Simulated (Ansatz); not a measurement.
Cl on the Cu site (Cl_Cu) in fcc Cu (start: the Cu site; 32-site cell, 6×6×6 shifted sampling), host crystal and elements as references (Δμ(Cu) = 0.00 eV, Δμ(Cl) = 0.00 eV; Cl taken from its element, since no compound that bounds it was computed at this level; only phases computed here count, gases as isolated molecules at 0 K). These are PBE, PAW (plane waves to 420 eV; Ansatz, an electronic-structure program) values and carry that method's errors. In charge state 0 (not spin-polarised) the formation energy is 1.66 eV. The crystal has 8.36 × 10^22 Cu sites per cm³.

Q: Estimate the equilibrium concentration at 900 K in the dilute limit, leaving out vibrational entropy and degeneracy.

A: kT = 0.0776 eV; c = N exp(−E_f / kT) = 8.36 × 10^22 × exp(−21.4) ≈ 4 × 10^13 cm^-3. An error of 0.2 eV in E_f moves this by a factor of 13.
